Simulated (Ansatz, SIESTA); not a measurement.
## One structure in several programs: HfNi3 (P6_3/mmc, 8 atoms in the cell)

Self-consistent single point.

```yaml
crystal:
  lattice:
    - [5.28320, 0.00000, 0.00000]
    - [-2.64160, 4.57539, 0.00000]
    - [0.00000, 0.00000, 4.30447]
  atoms:
    - { symbol: Hf, position: [0.33333, 0.66667, 0.75000] }
    - { symbol: Hf, position: [0.66667, 0.33333, 0.25000] }
    - { symbol: Ni, position: [0.15718, 0.31435, 0.25000] }
    - { symbol: Ni, position: [0.84283, 0.68565, 0.75000] }
    - { symbol: Ni, position: [0.84283, 0.15718, 0.75000] }
    - { symbol: Ni, position: [0.15718, 0.84283, 0.25000] }
    - { symbol: Ni, position: [0.68565, 0.84283, 0.25000] }
    - { symbol: Ni, position: [0.31435, 0.15718, 0.75000] }
```

Shared settings, as Ansatz (a first-principles code) writes them: kpoints.mp_grid.grid = 5 5 6; magnetization.spin_orbit = true; scf.occupations.method = fermi_dirac; scf.occupations.width = 0.1 eV. Potentials and cutoffs stand in the table.

```tsv
code	model	pressure (GPa)	largest force (eV/Å)	cutoff
Ansatz	PBEsol with spin-orbit coupling, PAW files made with PBE	-8.49	0.077	420 eV
SIESTA	GGA PBEsol with spin-orbit coupling, numerical atomic orbitals TZP, PseudoDojo PBEsol fully relativistic norm-conserving potentials (rewritten from UPF to PSML)	–	0.072	grid 400 Ry
```

A dash marks a value that a program does not give, or that is left out as unsure.

The spread over the programs that give each value: largest force within 0.005 eV/Å.

SIESTA uses small atom-centred bases, whose incompleteness enters pressures, forces and empty levels differently from a plane-wave cutoff.

The starting cell comes from a database of computed structures (which also holds hypothetical and non-ambient phases and stackings), without a prior relaxation at this level. Its lattice was rescaled by a random factor within 2.5 % of one.

Keys are those of Ansatz 0.2.
